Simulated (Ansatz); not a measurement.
Results of PBEsol+SOC (Ansatz, an electronic-structure program, PAW) for fluorite HfO2 (high-temperature phase).

Numerical settings: plane-wave cutoff 520 eV, 12×12×12 k mesh, Fermi–Dirac smearing 0.01 eV, PAW data made under PBE.

Response to compression and expansion:

```tsv
V (Å³/atom)	P (GPa)	direct gap at Γ (eV)	smallest gap on the k mesh (eV)
10.040	18.73	4.545	3.833
10.253	11.82	4.498	3.787
10.467	5.61	4.451	3.741
10.681	0.01	4.402	3.695
10.894	-5.03	4.353	3.650
11.108	-9.57	4.304	3.604
11.321	-13.66	4.254	3.560
```

The fundamental gap (3.70 eV at the equilibrium volume, with added k points) lies elsewhere than Γ–Γ.

Note: symmetry holds this phase in the static calculation, where it need not be a minimum; held by symmetry at 0 K, a high-temperature phase can be a saddle point.
